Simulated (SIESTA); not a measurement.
A user runs SIESTA on Ga₂PbSe₄ (Cccm, 14 atoms in the cell) and asks whether the run is sound. The aim is a self-consistent single point with DFT, LDA PW92, numerical atomic orbitals DZP, PseudoDojo LDA standard norm-conserving potentials (rewritten from UPF to PSML).

This input was run:

```
# files in the folder: Ga.psml Pb.psml Se.psml (PseudoDojo LDA standard)
SystemName  Ga2PbSe4
SystemLabel Ga2PbSe4

NumberOfAtoms                14
NumberOfSpecies              3
%block ChemicalSpeciesLabel
  1 31 Ga
  2 82 Pb
  3 34 Se
%endblock ChemicalSpeciesLabel
LatticeConstant              6.264092 Ang
%block LatticeVectors
     0.501158827   -0.865355266    0.000000000
     0.501158827    0.865355266    0.000000000
     0.000000000    0.000000000    1.743081040
%endblock LatticeVectors
AtomicCoordinatesFormat      ScaledCartesian
%block AtomicCoordinatesAndAtomicSpecies
     0.502612188   -0.453221167    0.871540520  1
     0.499705467    0.453221167    0.871540520  1
     0.502612188    0.453221167    0.000000000  1
     0.499705467   -0.453221167    0.000000000  1
     0.501158827    0.000000000    1.307310780  2
     0.501158827    0.000000000    0.435770260  2
     0.268400621   -0.139599112    0.871540520  3
     0.733917033    0.139599112    0.871540520  3
     0.268400621    0.139599112    0.000000000  3
     0.733917033   -0.139599112    0.000000000  3
     0.250579414   -0.432677633    1.447541650  3
     0.250579414   -0.432677633    0.295539390  3
     0.250579414    0.432677633    1.167079911  3
     0.250579414    0.432677633    0.576001130  3
%endblock AtomicCoordinatesAndAtomicSpecies

XC.functional                LDA
XC.authors                   PW92
PAO.BasisSize                DZP
PAO.EnergyShift              0.01 Ry
MeshCutoff                   400 Ry
%block kgrid.MonkhorstPack
    4   0   0  0.0
    0   4   0  0.0
    0   0   2  0.0
%endblock kgrid.MonkhorstPack
OccupationFunction           FD
ElectronicTemperature        23209.04 K

MaxSCFIterations             150
SCF.Mixer.Method             Pulay
SCF.Mixer.Weight             0.1
SCF.Mixer.History            6
SCF.DM.Tolerance             1.0E-04
Diag.ParallelOverK           true
WriteForces                  true
Charge.Mulliken              end
```

The program printed (abridged):

```
reinit: Reading from file input.fdf

reinit: System Name: Ga2PbSe4
reinit: System Label: Ga2PbSe4

coor:   Atomic-coordinates input format  =     Cartesian coordinates
coor:                                          (in units of alat)

siesta: Atomic coordinates (Bohr) and species
   [... lines left out ...]
diag: Absolute tolerance                            =  0.100E-15
diag: Orthogonalization factor                      =  0.100E-05
diag: Memory factor                                 =  1.0000

superc: Internal auxiliary supercell:     5 x     5 x     3  =      75
superc: Number of atoms, orbitals, and projectors:   1050  18900  18900

                        Single-point calculation

superc: Internal auxiliary supercell:     5 x     5 x     3  =      75
superc: Number of atoms, orbitals, and projectors:   1050  18900  18900

outcell: Unit cell vectors (Ang):
        3.139305   -5.420665    0.000000
        3.139305    5.420665    0.000000
        0.000000    0.000000   10.918820

outcell: Cell vector modules (Ang)   :    6.264092    6.264092   10.918820
outcell: Cell angles (23,13,12) (deg):     90.0000     90.0000    119.8466
outcell: Cell volume (Ang**3)        :    371.6138
new_DM -- step:     1
Initializing Density Matrix...

Attempting to read DM from file... Failed...
DM filled with atomic data:

InitMesh: MESH = 72 x 72 x 144 = 746496
InitMesh: Mesh cutoff (required, used) =   400.000   480.702 Ry

stepf: Fermi-Dirac step function
        iscf     Eharris(eV)        E_KS(eV)     FreeEng(eV)     dDmax    Ef(eV) dHmax(eV)
   scf:    1   -38419.517793   -38457.156342   -38538.494064  0.669026 -3.427468  4.220394
   scf:    2   -38458.880095   -38458.035835   -38539.066097  0.049493 -3.497601  3.369682
   scf:    3   -38461.676812   -38460.066691   -38540.046442  0.169495 -3.780606  1.176936
   scf:    4   -38460.831916   -38460.467976   -38540.134566  0.038003 -3.880730  0.130677
   scf:    5   -38460.317326   -38460.395511   -38540.139481  0.017811 -3.856287  0.223903
   scf:    6   -38460.440148   -38460.418206   -38540.141831  0.004344 -3.863954  0.093625
   scf:    7   -38460.413774   -38460.416007   -38540.142078  0.001225 -3.866014  0.055572
   scf:    8   -38460.414899   -38460.415477   -38540.142216  0.000747 -3.867678  0.017315
   scf:    9   -38460.404888   -38460.410187   -38540.142243  0.000541 -3.868480  0.003288
   scf:   10   -38460.409492   -38460.409839   -38540.142243  0.000066 -3.868514  0.002916
   scf:   11   -38460.407089   -38460.408464   -38540.142245  0.000276 -3.868635  0.000382
   scf:   12   -38460.407697   -38460.408081   -38540.142245  0.000036 -3.868639  0.000309
SCF Convergence by DM+H criterion
max |DM_out - DM_in|         :     0.0000357977
max |H_out - H_in|      (eV) :     0.0003089078
SCF cycle converged after 12 iterations

Using DM_out to compute the final energy and forces

siesta: E_KS(eV) =           -38460.4081

siesta: E_KS - E_eggbox =    -38460.4081

siesta: Atomic forces (eV/Ang):
     1   -0.005096   -0.312805    0.000000
     2    0.005096    0.312805    0.000000
     3   -0.005096    0.312805   -0.000000
     4    0.005096   -0.312805    0.000000
     5    0.000000   -0.000000   -0.000000
     6    0.000000   -0.000000   -0.000000
     7   -0.089725    2.576745    0.000000
     8    0.089725   -2.576745    0.000000
     9   -0.089725   -2.576745    0.000000
    10    0.089725    2.576745    0.000000
   [... lines left out ...]
siesta: FreeEng =    -38540.142245
siesta: Cell volume =        371.613756 Ang**3
siesta:         141.03323415        161.65342809  kBar
   [... lines left out ...]
     4    -0.907484   13.907484  Ga
     5    -0.366783   14.366783  Pb
     6    -0.366783   14.366783  Pb
     7     0.538327   15.461673  Se
     8     0.538327   15.461673  Se
     9     0.538327   15.461673  Se
    10     0.538327   15.461673  Se
    11     0.552548   15.447452  Se
    12     0.552548   15.447452  Se
    13     0.552548   15.447452  Se
    14     0.552548   15.447452  Se
 Total    -0.000000
```

**Question.** Is anything amiss in this input, and did it matter?

**Answer.** The run is not sound. The fault is a smearing width that is far too large. A width of many tenths of an electronvolt moves electrons far across the Fermi level or the gap, and the free energy and its derivatives carry a large smearing term. To fix it, use a width small against the gap or band features. The run converged in 12 iterations without an error; against the sound input the free energy falls by 2.46 eV/atom, the pressure goes from -1.22 to 14.10 GPa, the largest force goes from 0.632 to 2.678 eV/Å and the gap on the mesh goes from 1.765 to 2.272 eV.

An input that runs soundly differs in these lines (not the only fix; some lines may just follow from the change or write a value another way):
```diff
-ElectronicTemperature        23209.04 K
+ElectronicTemperature        580.23 K
```

With that input, the run converged in 11 iterations: free energy E − TS -38505.6530 eV; top of the valence band (on the code's own zero) -4.99 eV; gap on the k-point mesh 1.77 eV; pressure -1.22 GPa; largest force (vector length) 0.632 eV/Å (DFT, LDA PW92, numerical atomic orbitals DZP, PseudoDojo LDA standard norm-conserving potentials (rewritten from UPF to PSML)).

On the sound input: the starting cell comes from a database of computed structures (which also holds hypothetical and non-ambient phases and stackings), without a prior relaxation at this level. Spin-orbit coupling is off. Values carry the incompleteness of an atom-centred basis.
